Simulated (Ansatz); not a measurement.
The reference is MgO in the rock salt structure (space group Fm-3m, No. 225; a = 4.2142 Å). Axes: x, y, z lie along the cube axes.

All numbers come from Ansatz (a quantum-chemistry and plane-wave program), PBEsol, PAW, cutoff 420 eV, no SOC.

Strains are applied to the cell and any free atomic positions relax.

One change was made to it. Results:

The valence-band top at Γ (three highest levels, from the VBM) goes from 0.00, 0.00, 0.00 eV to 0.00, -0.02, -0.04 eV; the band gap shrinks by 0.02 eV to 4.60 eV; the shortest interatomic distance is still 2.107 Å.

Question: What was done to the base?
(A) tensor shear ε_xy = +3.74 %
(B) tensor shear ε_yz = −0.26 %
(C) uniaxial strain ε_xx = +5.95 %

Answer: B, tensor shear ε_yz = −0.26 %. For comparison, the band gap in the other runs: uniaxial strain ε_xx = +5.95 % gives 4.00 eV; tensor shear ε_xy = +3.74 % gives 4.27 eV.

Stability against distortions was not tested.
